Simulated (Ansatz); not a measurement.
Take Be2C (space group Fm-3m, No. 225) as the base.

```
CELL_PARAMETERS angstrom
      0.00000     2.15532     2.15532
      2.15532     0.00000     2.15532
      2.15532     2.15532     0.00000
ATOMIC_POSITIONS crystal
  Be 0.25000 0.25000 0.25000
  Be 0.75000 0.75000 0.75000
  C  0.00000 0.00000 0.00000
```

Computed with Kohn–Sham DFT with the PBEsol functional, run in Ansatz (a quantum-chemistry and plane-wave program) with PAW and 420 eV plane waves, no spin-orbit coupling.

Base values:

```
Item                           Value
-------------------  ---------------
Gap character        indirect, Γ → X
Smallest direct gap          4.12 eV
```

One thing is altered: the cell is scaled by 0.9750 in all directions; the atoms relax in the strained cell.

Question: What does the calculation give for the gap character after the change?

Answer: The gap character is still indirect, Γ → X.

Question: What happens to the smallest direct gap?

Answer: The smallest direct gap rises by 0.137 eV to 4.25 eV.

Stability against distortions was not tested.
